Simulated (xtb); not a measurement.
xtb 6.7.1, GFN2-xTB: V(S)(OH)2(NMe2) (C[N](C)[V]([OH])([OH])=[S]), 15 atoms. The geometry is a generated start, not checked to be a minimum at this level.

```
Quantity                                                                                                        Value
------------------------  -------------------------------------------------------------------------------------------
method                                                                                                       GFN2-xTB
--acc                                                                                                     1 (default)
--etemp (K)                                                                                             300 (default)
detailed input (--input)  none: ANC optimiser, Lindh (1995) Hessian, microcycle=20, maxdispl=1.0, hlow=0.01 (default)
basis functions                                                                                                    48
valence electrons                                                                                                  44
```

```xyz
15

V     -0.5839    -0.9281     0.8474
S     -1.1901     0.2897     2.4179
O      0.6239    -1.7941     1.4780
H      1.1986    -2.2843     2.0676
O     -2.0043    -1.2284     0.0986
H     -2.8952    -1.4034    -0.2025
N      0.2032     0.2643    -0.1966
C     -0.4640     1.4631    -0.6303
C      1.5015     0.1025    -0.7937
H      0.2615     2.2599    -0.8357
H     -1.0486     1.2790    -1.5442
H     -1.1457     1.7975     0.1599
H      1.4198     0.0573    -1.8904
H      2.1593     0.9463    -0.5341
H      1.9638    -0.8212    -0.4419
```

Charge 0 and multiplicity 1 are set for this test and not shown to be the ground state.

The structure is relaxed from this start with --opt LEVEL for the levels crude, sloppy, loose, lax, normal, tight, vtight, extreme, once each. Up to the end of the extreme run atoms move by at most 1.1 Å along an axis.

Question: Choose the cheapest level whose final energy lies within 20 meV of that of extreme.

Answer: normal: 37 cycles against 48, ending 0.20 meV above.

| level | cycles | energy above the extreme run (meV) | gradient norm (eV/Å) |
|---|---|---|---|
| crude | 1 | 110 | 0.14 |
| sloppy | 1 | 110 | 0.14 |
| loose | 1 | 110 | 0.14 |
| lax | 6 | 110 | 0.11 |
| normal | 37 | 0.20 | 0.044 |
| tight | 41 | 0.016 | 0.012 |
| vtight | 44 | under 0.01 | 0.0034 |
| extreme | 48 | — | 0.0015 |
